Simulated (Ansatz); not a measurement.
Habitual settings against a tight run: Mg₅Sn (R32, 6 atoms in the cell)

Self-consistent single point.

```yaml
crystal:
  lattice:
    - [2.73334, 1.57810, 5.14745]
    - [-2.73334, 1.57810, 5.14745]
    - [0.00000, -3.15619, 5.14745]
  atoms:
    - { symbol: Mg, position: [0.66591, 0.33409, 0.00000] }
    - { symbol: Mg, position: [0.00000, 0.66591, 0.33409] }
    - { symbol: Mg, position: [0.33409, 0.00000, 0.66591] }
    - { symbol: Mg, position: [0.16713, 0.16713, 0.16713] }
    - { symbol: Mg, position: [0.83287, 0.83287, 0.83287] }
    - { symbol: Sn, position: [0.50000, 0.50000, 0.50000] }
```

Computed with PBEsol, PAW files made with PBE (plane waves; Ansatz, a program for electronic structure).

Base settings: basis.ecutwfc = 420 eV; kpoints.mp_grid.grid = 7 7 7; hamiltonian.xc = pbesol; hamiltonian.pseudopotentials = {kind: paw} (the program's default PAW files); scf.occupations.method = gaussian; scf.occupations.width = 0.136 eV.

Tight run (finer mesh or higher cutoff; not a proven limit): basis.ecutwfc: 420 eV → 590 eV; kpoints.mp_grid.grid: 7 7 7 → 10 10 10; scf.convergence.dr2_threshold: default (1e-07 eV) → 1e-09 eV. It gave Fermi level (on the code's own zero) 7.28 eV; pressure 0.71 GPa; largest force (vector length) 0.031 eV/Å.

Quick runs, as changes from the base:
- A: the base itself
- B: basis.ecutwfc: 420 eV → 210 eV; kpoints.mp_grid.grid: 7 7 7 → 2 2 2
- C: basis.ecutwfc: 420 eV → 210 eV; kpoints.mp_grid.grid: 7 7 7 → 4 4 4; kpoints.mp_grid.shift: default → 0.5 0.5 0.5
- D: basis.ecutwfc: 420 eV → 295 eV; kpoints.mp_grid.grid: 7 7 7 → 8 8 8; scf.occupations.method: gaussian → methfessel_paxton; scf.occupations.width: 0.136 eV → 0.272 eV; scf.convergence.dr2_threshold: default (1e-07 eV) → 0.001 eV
- E: basis.ecutwfc: 420 eV → 295 eV; kpoints.mp_grid.grid: 7 7 7 → 4 4 4; scf.occupations.method: gaussian → cold; scf.occupations.width: 0.136 eV → 0.272 eV; scf.convergence.dr2_threshold: default (1e-07 eV) → 0.0001 eV
- F: basis.ecutwfc: 420 eV → 210 eV; kpoints.mp_grid.grid: 7 7 7 → 8 8 8; hamiltonian.xc: pbesol → lda [LDA (PW92)]

Energies are extrapolated to zero smearing width, which holds to low order in the width alone.

Dashes: energy of F, another energy zero.

† marks runs with another functional, U, potentials or spin treatment: their distance from the tight run is not a convergence error alone.

The count of work is k-points × plane waves × bands × iterations; it is no time. 

Pressures in the table are Ansatz's without its Pulay estimate, at a fixed set of plane waves; the tight run's value above holds the estimate.

The starting cell comes from a database of computed structures (which also holds hypothetical and non-ambient phases and stackings), without a prior relaxation at this level. Its lattice was rescaled by a random factor within 2.5 % of one.

```csv
run,energy less tight (meV/atom),pressure less tight (GPa),largest miss in a force vector (eV/Å),count of work / tight
A,0.2,0.03,0.024,0.18
B,1413.5,-65.98,0.212,0.0058
C,1642.9,-67.02,0.094,0.017
D,37.5,-2.57,0.018,0.11
E,41.8,-2.59,0.048,0.027
F†,–,-67.24,0.025,0.11
```

Among the runs at the tight run's level, the energy misses run from 0.2 to 1642.9 meV/atom.

Keys are those of Ansatz 0.2.
